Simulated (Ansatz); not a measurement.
BN (model structure, P6₂22, No. 180, 6 atoms in the cell) was calculated with LDA in Ansatz (plane waves, PAW).

Numerical settings: plane-wave cutoff 520 eV, 18×18×6 k mesh (along the axes of the cell as run), Fermi–Dirac smearing 0.01 eV, scalar-relativistic PAW data made under PBE.

Cell (relaxed at this level):

```cif
data_B3N3
_chemical_formula_sum 'B3 N3'
_space_group_name_H-M_alt 'P6222'
_space_group_IT_number 180
_space_group_name_Hall 'P 62 2 (0 0 4)'
_cell_length_a 2.57840
_cell_length_b 2.57840
_cell_length_c 5.75635
_cell_angle_alpha 90.000
_cell_angle_beta 90.000
_cell_angle_gamma 120.000
loop_
_atom_site_label
_atom_site_type_symbol
_atom_site_symmetry_multiplicity
_atom_site_Wyckoff_symbol
_atom_site_fract_x
_atom_site_fract_y
_atom_site_fract_z
_atom_site_occupancy
B1 B 3 d 0.50000 0.00000 0.50000 1
N1 N 3 c 0.50000 0.00000 0.00000 1
```

### Question
What does this level give for the band gap, Γ–Γ gap and bulk modulus?

### Answer

- band gap = 3.67 eV (on the SCF k mesh)
- Γ–Γ gap = 6.94 eV
- bulk modulus = 408 GPa

Note: the bulk modulus is −V dP/dV from two relaxed cells at ±2 % in volume; the relaxation could raise the start's symmetry but not lower it, so the cell can be a saddle point.

A model structure was made by putting elements into a prototype or built by hand; it is no filed structure, need not be a known phase, and can be a saddle point held by its symmetry.

Ansatz is an electronic-structure program.
